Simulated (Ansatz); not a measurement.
Levels about the gap of amorphous C12Sb12Se36 (60 atoms in a cell of 1544 Å³, 4.78 g/cm³; zone centre alone, so wide bands show as single levels with stretches between that a denser mesh fills), at the geometry that PBE-D3(BJ) relaxed, where it gives 0.0 GPa on a denser mesh. The participation number counts the atoms over which a state spreads; weights are charges in smoothed Voronoi cells. The levels come from a single point, so bond lengths are those of that geometry. Method of the levels: PBE-D3(BJ), scalar-relativistic without spin-orbit coupling, PAW (Ansatz default set, large-core Se) (Ansatz, a first-principles code). Sampling: the zone centre alone; Fermi-Dirac width 0.05 eV; no spin polarisation. So small a spacing is near the smearing width and the bands' dispersion over the mesh, so it is a value of this cell and mesh.

A CHGNet melt-quench gave the starting glass, which DFT then relaxed. The hot cell started wider than the set density and was brought back towards it in steps. It is the lowest in DFT energy of 3 quenches. It is a model cell: composition and starting density were chosen by hand, and all elements were melted together. The geometry includes D3(BJ) dispersion. Its density started from a set value of 4.70 and ended at 4.78 g/cm³. The simulated quench (nominally 120 K/ps over its main leg) is rapid and tends to freeze in more defects than a deposited or slowly cooled glass has. Values belong to this one cell and scatter from quench to quench. Volume and shape were free in the relaxation.

| E - E(highest filled), eV | filling | participation number | largest on | weight Se | weight Sb | weight C |
|---|---|---|---|---|---|---|
| -0.49 | filled | 32.2 | Se, 2 neighbours | 0.78 | 0.12 | 0.10 |
| -0.45 | filled | 24.5 | Se, 1 neighbours | 0.76 | 0.09 | 0.15 |
| -0.40 | filled | 31.3 | Se, 2 neighbours | 0.82 | 0.12 | 0.06 |
| -0.17 | filled | 24.5 | Se, 2 neighbours | 0.80 | 0.11 | 0.09 |
| -0.14 | filled | 19.0 | Se, 2 neighbours | 0.71 | 0.18 | 0.10 |
| -0.06 | filled | 19.7 | Se, 2 neighbours | 0.81 | 0.12 | 0.07 |
| 0.00 | filled | 30.6 | Se, 2 neighbours | 0.80 | 0.12 | 0.08 |
| 0.25 | empty | 17.6 | C, 3 neighbours | 0.62 | 0.19 | 0.18 |
| 0.95 | empty | 35.6 | C, 3 neighbours | 0.61 | 0.21 | 0.18 |
| 1.04 | empty | 13.7 | C, 3 neighbours | 0.52 | 0.20 | 0.29 |
| 1.07 | empty | 29.5 | C, 3 neighbours | 0.61 | 0.21 | 0.17 |
| 1.17 | empty | 27.1 | C, 3 neighbours | 0.57 | 0.23 | 0.20 |
| 1.21 | empty | 24.9 | Se, 2 neighbours | 0.60 | 0.23 | 0.17 |
| 1.31 | empty | 37.4 | Sb, 3 neighbours | 0.61 | 0.30 | 0.09 |

Most localised among these is the empty level at +1.04 eV, on a C atom, which has 3 neighbours (Se 1.85 Å, Se 1.85 Å, Se 1.88 Å).
